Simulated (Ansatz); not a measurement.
# bcc W (1 1 0) on diamond (1 1 0) (film strained to the substrate, faces as cut)

A periodic stack without vacuum, bcc W (1 1 0) on diamond (1 1 0) (film strained to the substrate, faces as cut): substrate slab C72, film W16, surface cells [[-1, 2], [-1, -1]] and [[4, 2], [0, 1]], film strained by -2.9 and -2.9 %, faces C/C and W/W as cut (like faces can put a slab off its formula).

The start was prepared with a machine-learned potential, and the result is one local minimum, with the in-plane cell held and forces under 0.04 eV/Å; the film can end far from its bulk form.

Computed with PBE (plane waves to 420 eV, PAW; Ansatz, a program for electronic structure). No spin–orbit coupling; the runs are not spin-polarised. Its k-point mesh 4×6×1, Fermi–Dirac width 0.05 eV.

interface area: 27.1 Å²
period: 24.66 Å
gaps between the outermost planes at the two interfaces: 1.82 and 1.78 Å
C–W contacts across the interfaces within 1.22 times the sum of covalent radii: 22, mean 2.38 Å
hole barrier (PBE): 0.45 eV
electron barrier (PBE): 3.68 eV

```yaml
crystal:
  lattice:
    - [6.18610, -0.00001, 0.01073]
    - [-0.00001, 4.37423, 0.00945]
    - [-0.47246, -0.67541, 24.65967]
  atoms:
    - { symbol: C, position: [0.93787, 0.60010, 0.09087] }
    - { symbol: C, position: [0.27311, 0.26638, 0.09040] }
    - { symbol: C, position: [0.60579, 0.93758, 0.09014] }
    - { symbol: C, position: [0.02488, 0.26998, 0.09039] }
    - { symbol: C, position: [0.35763, 0.93813, 0.08944] }
    - { symbol: C, position: [0.69086, 0.60937, 0.09041] }
    - { symbol: C, position: [0.26347, 0.74962, 0.04104] }
    - { symbol: C, position: [0.60311, 0.43098, 0.04128] }
    - { symbol: C, position: [0.93448, 0.09511, 0.04062] }
    - { symbol: C, position: [0.35822, 0.43307, 0.04248] }
    - { symbol: C, position: [0.68857, 0.10555, 0.03933] }
    - { symbol: C, position: [0.01843, 0.75980, 0.04124] }
    - { symbol: C, position: [0.61361, 0.95185, 0.19284] }
    - { symbol: C, position: [0.94707, 0.61778, 0.19298] }
    - { symbol: C, position: [0.28032, 0.28437, 0.19298] }
    - { symbol: C, position: [0.69708, 0.61877, 0.19292] }
    - { symbol: C, position: [0.03037, 0.28447, 0.19295] }
    - { symbol: C, position: [0.36383, 0.95124, 0.19274] }
    - { symbol: C, position: [0.94364, 0.11023, 0.14173] }
    - { symbol: C, position: [0.27676, 0.77615, 0.14143] }
    - { symbol: C, position: [0.60966, 0.44523, 0.14179] }
    - { symbol: C, position: [0.02707, 0.77726, 0.14177] }
    - { symbol: C, position: [0.36025, 0.44316, 0.14186] }
    - { symbol: C, position: [0.69338, 0.11226, 0.14147] }
    - { symbol: C, position: [0.28747, 0.29927, 0.29535] }
    - { symbol: C, position: [0.62077, 0.96604, 0.29530] }
    - { symbol: C, position: [0.95416, 0.63255, 0.29536] }
    - { symbol: C, position: [0.37083, 0.96597, 0.29530] }
    - { symbol: C, position: [0.70417, 0.63277, 0.29534] }
    - { symbol: C, position: [0.03747, 0.29922, 0.29533] }
    - { symbol: C, position: [0.61722, 0.45892, 0.24414] }
    - { symbol: C, position: [0.95056, 0.12525, 0.24413] }
    - { symbol: C, position: [0.28390, 0.79176, 0.24406] }
    - { symbol: C, position: [0.70057, 0.12562, 0.24408] }
    - { symbol: C, position: [0.03396, 0.79194, 0.24414] }
    - { symbol: C, position: [0.36727, 0.45854, 0.24416] }
    - { symbol: C, position: [0.96126, 0.64694, 0.39780] }
    - { symbol: C, position: [0.29457, 0.31398, 0.39775] }
    - { symbol: C, position: [0.62788, 0.98052, 0.39773] }
    - { symbol: C, position: [0.04460, 0.31367, 0.39771] }
    - { symbol: C, position: [0.37793, 0.98072, 0.39777] }
    - { symbol: C, position: [0.71130, 0.64722, 0.39776] }
    - { symbol: C, position: [0.29101, 0.80658, 0.34654] }
    - { symbol: C, position: [0.62437, 0.47328, 0.34654] }
    - { symbol: C, position: [0.95770, 0.13983, 0.34652] }
    - { symbol: C, position: [0.37439, 0.47332, 0.34655] }
    - { symbol: C, position: [0.70769, 0.13994, 0.34652] }
    - { symbol: C, position: [0.04106, 0.80653, 0.34657] }
    - { symbol: C, position: [0.63509, 0.99495, 0.50015] }
    - { symbol: C, position: [0.96841, 0.66056, 0.50039] }
    - { symbol: C, position: [0.30126, 0.32904, 0.50015] }
    - { symbol: C, position: [0.71860, 0.66201, 0.50019] }
    - { symbol: C, position: [0.05182, 0.32738, 0.49995] }
    - { symbol: C, position: [0.38495, 0.99614, 0.50035] }
    - { symbol: C, position: [0.96477, 0.15404, 0.44885] }
    - { symbol: C, position: [0.29811, 0.82146, 0.44902] }
    - { symbol: C, position: [0.63148, 0.48766, 0.44893] }
    - { symbol: C, position: [0.04830, 0.82094, 0.44909] }
    - { symbol: C, position: [0.38156, 0.48838, 0.44899] }
    - { symbol: C, position: [0.71480, 0.15438, 0.44892] }
    - { symbol: C, position: [0.30813, 0.34026, 0.60061] }
    - { symbol: C, position: [0.64034, 0.01098, 0.60143] }
    - { symbol: C, position: [0.96925, 0.66349, 0.60081] }
    - { symbol: C, position: [0.39465, 0.01775, 0.60204] }
    - { symbol: C, position: [0.72344, 0.67360, 0.60122] }
    - { symbol: C, position: [0.06338, 0.34502, 0.59902] }
    - { symbol: C, position: [0.63649, 0.49985, 0.55111] }
    - { symbol: C, position: [0.97155, 0.16501, 0.55131] }
    - { symbol: C, position: [0.30473, 0.83580, 0.55177] }
    - { symbol: C, position: [0.72350, 0.16980, 0.55146] }
    - { symbol: C, position: [0.05656, 0.83673, 0.55230] }
    - { symbol: C, position: [0.38949, 0.50795, 0.55163] }
    - { symbol: W, position: [0.08508, 0.37615, 0.68368] }
    - { symbol: W, position: [0.33396, 0.86451, 0.68514] }
    - { symbol: W, position: [0.59368, 0.36845, 0.67579] }
    - { symbol: W, position: [0.83288, 0.87187, 0.67877] }
    - { symbol: W, position: [0.09051, 0.88422, 0.77555] }
    - { symbol: W, position: [0.34368, 0.38132, 0.77490] }
    - { symbol: W, position: [0.59107, 0.88153, 0.77325] }
    - { symbol: W, position: [0.84072, 0.38351, 0.77416] }
    - { symbol: W, position: [0.09722, 0.39732, 0.86813] }
    - { symbol: W, position: [0.34874, 0.89659, 0.86649] }
    - { symbol: W, position: [0.60118, 0.39390, 0.86634] }
    - { symbol: W, position: [0.84760, 0.89650, 0.86838] }
    - { symbol: W, position: [0.10125, 0.91410, 0.96189] }
    - { symbol: W, position: [0.35521, 0.41315, 0.95715] }
    - { symbol: W, position: [0.60497, 0.90267, 0.95763] }
    - { symbol: W, position: [0.86352, 0.41252, 0.96723] }
```
